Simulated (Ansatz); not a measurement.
The starting structures come from a database of crystals and need not be the phases stable at ambient conditions.

Here is the system:

```
CdCsBr3
1.0
    7.75055     0.00000     0.00000
   -3.87527     9.52579     0.00000
    0.00000    -4.79618     4.76278
Cs Cd Br
2 2 6
Cartesian
  3.87527   2.77558   0.39690
  0.00000   1.95403   4.36588
  0.00000   0.00000   0.00000
  0.00000  -2.39809   2.38139
  1.92675  -0.41521   1.98003
  1.94853   5.14482   2.78275
  0.00000   2.76672   0.38798
  3.87528   1.96289   4.37480
  5.82380  -0.41521   1.98003
 -1.94853   5.14482   2.78275
```

Space group of this cell: P6_3/mmc. The cell is taken as given; by PBEsol its mean pressure is -0.9 GPa.

Transport runs along the normal of the first two printed cell vectors, the (101) plane of the conventional cell.

The gap is the functional's own, uncorrected, and κ follows it; spin-orbit coupling is left out. Mid-gap values are interpolated between the computed energies.

Problem. Compute, with PBEsol in Ansatz (a program for electronic structure), the band gap and the smallest decay constant κ at mid-gap.

Solution. Gap 2.81 eV on a 6×6×6 mesh; κ = 0.269 1/Å, at the zone centre.
